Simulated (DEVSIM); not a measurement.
System: abrupt In0.53Ga0.47As n-p junction, at 300 K.

Layer 1 from the left is In0.53Ga0.47As, thickness (μm) 8.70, Nd (cm⁻³) 1.6e16, τn (s) 5.2e-8, τp (s) 5.2e-8. Layer 2 from the left is In0.53Ga0.47As, thickness (μm) 20.0, Na (cm⁻³) 3.5e16, τn (s) 5.2e-8, τp (s) 5.2e-8.

Left contact: ohmic. Right contact: ohmic. Voltage is applied to the left contact. Recombination: SRH at mid-gap, radiative. Mobility is μmin + (μ − μmin)/(1 + (N/Nref)^α).

Constants are typed, rounded textbook-type inputs, not results; the design itself was drawn at random and stands for no fabricated device. Values at 300 K.

In0.53Ga0.47As: gap (eV) 0.74, affinity (eV) 4.51, permittivity 13.9, Nc (cm⁻³) 2.1e17, Nv (cm⁻³) 7.7e18, μn (cm²/Vs) 12000, μp (cm²/Vs) 300, μn,min 300, μp,min 10, Nref,n 1.3e17, Nref,p 4.9e17, αn 0.48, αp 0.4, B (cm³/s) 9.6e-11.

Simulated with DEVSIM: 1D drift-diffusion, Boltzmann statistics, complete ionisation; no tunnelling, impact ionisation, image-force lowering or self-heating.

Dark forward current:

| |V| (V) | |J| (A/cm²) |
|---|---|
| 0.05 | 8.537e-6 |
| 0.10 | 4.117e-5 |
| 0.15 | 0.0002003 |
| 0.20 | 0.001115 |
| 0.25 | 0.006907 |
| 0.30 | 0.04535 |
| 0.35 | 0.3051 |
| 0.40 | 2.034 |
| 0.45 | 12.19 |
| 0.50 | 53.78 |
| 0.55 | 163.4 |
| 0.60 | 373.1 |
| 0.65 | 701.6 |
| 0.70 | 1157 |
| 0.75 | 1740 |
| 0.80 | 2451 |

**Question.** Work out the local ideality factor n = ΔV / (kT/q · ln(J2/J1)) between the rows 0.15 and 0.20 V, 0.30 and 0.35 V, 0.75 and 0.80 V.

**Answer.** kT/q = 25.85 mV. From 0.15 to 0.20 V: ln(0.001115/0.0002003) = 1.717, n = 1.13. From 0.30 to 0.35 V: ln(0.3051/0.04535) = 1.906, n = 1.01, near the 1 of diffusion or emission over a barrier. From 0.75 to 0.80 V: ln(2451/1740) = 0.343, n = 5.65.

**Question.** Estimate the current at 0.30 V from the Shockley equation with J0 = Σ q ni² D/(N L) coth(W/L), τ joining the SRH, radiative and Auger lifetimes that are on, and W taken as the whole layer.

**Answer.** ni² = 5.97e23 cm⁻⁶; holes in the n layer: μ = 241 cm²/Vs, D = 6.23 cm²/s, τ = 4.82e-8 s, L = 5.48 μm, W/L = 1.6, term 7.40e-8 A/cm²; electrons in the p layer: μ = 7930 cm²/Vs, D = 205 cm²/s, τ = 4.43e-8 s, L = 30.1 μm, W/L = 0.66, term 3.20e-7 A/cm². J0 = 3.94e-7 A/cm², and J = J0 exp(qV/kT) = 0.0433 A/cm². The simulation gives 0.0454 A/cm²; the estimate lies 4.6 % below. The estimate leaves out recombination in the depletion region and that region's share of W.
